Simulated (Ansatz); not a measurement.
## GaN, pressure series

Consider GaN in the NiAs type structure (space group P6_3/mmc, No. 194; a = 2.9687 Å, c = 5.0409 Å; a model cell, its experimental status unchecked).

Cell and atoms are relaxed at each pressure.

Calculations: PBEsol/PAW in Ansatz (an electronic-structure program), without spin-orbit coupling.

```csv
pressure (GPa),volume per atom (Å³/atom)
-1,9.664
0,9.619
0.3,9.606
0.7,9.589
1.5,9.555
3,?
5,9.413
7.5,9.318
10,9.228
```

**Question.** Fit the third-order Birch–Murnaghan form P(V) = (3B₀/2)[(V₀/V)^(7/3) − (V₀/V)^(5/3)]·[1 + (3/4)(B₀′ − 4)((V₀/V)^(2/3) − 1)] (squares taken in P) to the rows shown and predict the withheld row.

**Answer.** Least squares on the printed values gives V₀ = 9.619 Å³/atom, B₀ = 220 GPa, B₀′ = 4.4; this predicts 9.493 Å³/atom, and the run gives 9.492 Å³/atom, in agreement.

Load acts through the strain it causes; cell and atoms are relaxed under it. Whether these cells are dynamically stable was not tested. No other phases were tried under pressure. This is not the structure that GaN has at room temperature and ambient pressure.
